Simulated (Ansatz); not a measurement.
The parent structure is ZnGeAs2 in the chalcopyrite structure (space group I-42d, No. 122).

```
CELL_PARAMETERS angstrom
     -2.82745     2.82745     5.59366
      2.82745    -2.82745     5.59366
      2.82745     2.82745    -5.59366
ATOMIC_POSITIONS crystal
  As 0.37500 0.37369 0.49869
  As 0.62631 0.12500 0.00131
  As 0.87500 0.87631 0.50131
  As 0.12369 0.62500 0.99869
  Ge 0.50000 0.50000 0.00000
  Ge 0.25000 0.75000 0.50000
  Zn 0.00000 0.00000 0.00000
  Zn 0.75000 0.25000 0.50000
```

Cartesian axes are those of the cell as printed.

Method: DFT with PBEsol, PAW potentials and a 420 eV plane-wave cutoff in Ansatz (an electronic-structure program), spin-orbit coupling left out.

For the base:

```
Item                                  Result
---------------------  ---------------------
Volume per atom                     22.36 Å³
Pressure                            0.01 GPa
Valence-band top at Γ  0.00, -0.08, -0.08 eV
```

The change: biaxial strain −1.50 %, plane normal [001], relaxed out of plane (Cartesian); in-plane vectors clamped, the third vector and the atoms free.

### Question
Estimate the effect on the volume per atom.

### Answer
The volume per atom decreases by 0.35 Å³ to 22.01 Å³.

### Question
Predict the new pressure.

### Answer
The pressure (mean of the normal stresses, compression positive) goes up by 1.12 GPa, from 0.01 GPa to 1.13 GPa.

### Question
Predict the new valence-band top at Γ.

### Answer
The valence-band top at Γ (three highest levels, from the VBM) goes from 0.00, -0.08, -0.08 eV to 0.00, 0.00, -0.09 eV.

The levels and masses belong to the bands next to the band gap. Whether these cells are dynamically stable was not tested.
